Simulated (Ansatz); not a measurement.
A computed series for Mo: response to strain

Take Mo in the bcc (W type) structure (space group Im-3m, No. 229; a = 3.1300 Å; relaxed with 0.1 eV smearing) as the base.

Strains are applied to the cell and any free atomic positions relax.

Calculations: Ansatz (a first-principles code) PBEsol, spin-orbit coupling left out.

| isotropic strain (%) | pressure (GPa) |
|---|---|
| -2.5 | 24.8 |
| -2 | 19.2 |
| -1.5 | 13.9 |
| 0 | 0.0 |
| 0.5 | -4.1 |
| 1 | -7.8 |
| 1.5 | -11.4 |
| 2.5 | ? |
| 3 | -20.6 |

### Question
Fit P = P₀ − Bδ + Cδ² with δ = (1 + ε)³ − 1 to the rows shown and predict the withheld row.

### Answer
Least squares on the printed values gives P₀ = 0.1 GPa, B = 286 GPa, C = 684 GPa (largest residual 0.2 GPa); this predicts -17.8 GPa, and the run gives -17.7 GPa, in agreement.

Stability against distortions was not tested. All final runs are without spin polarisation.
